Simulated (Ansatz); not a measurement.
Response to strain in Mg

The parent structure is Mg in the hcp (Mg type) structure (space group P6_3/mmc, No. 194; a = 3.1952 Å, c = 5.1966 Å; relaxed with 0.1 eV smearing).

Strains are applied to the cell and any free atomic positions relax.

All numbers come from Ansatz (a quantum-chemistry and plane-wave program), PBE, PAW, cutoff 420 eV, without spin-orbit coupling.

Notes on the quantities. energy relative to the base: free energy F; pressure: mean of the normal stresses, compression positive.

```csv
case,volume per atom,energy relative to the base,pressure
base,22.97 Å³,0 meV/atom,0.0 GPa
isotropic strain −3.00 %,20.97 Å³,+23 meV/atom,3.9 GPa
isotropic strain −2.50 %,21.29 Å³,…,3.2 GPa
isotropic strain −2.00 %,21.62 Å³,+9.9 meV/atom,…
isotropic strain −1.50 %,21.95 Å³,…,1.8 GPa
isotropic strain −1.00 %,22.29 Å³,+2.4 meV/atom,1.2 GPa
isotropic strain −0.50 %,22.63 Å³,+0.6 meV/atom,0.6 GPa
isotropic strain +0.50 %,23.32 Å³,+0.6 meV/atom,-0.5 GPa
isotropic strain +1.50 %,24.02 Å³,+5.0 meV/atom,-1.5 GPa
isotropic strain +3.00 %,25.10 Å³,+19 meV/atom,-2.7 GPa
```

Fill in the withheld entries from the trend.


- isotropic strain −2.50 %, energy relative to the base: +16 meV/atom
- isotropic strain −2.00 %, pressure: 2.5 GPa
- isotropic strain −1.50 %, energy relative to the base: +5.5 meV/atom

No phonon test of stability was made.
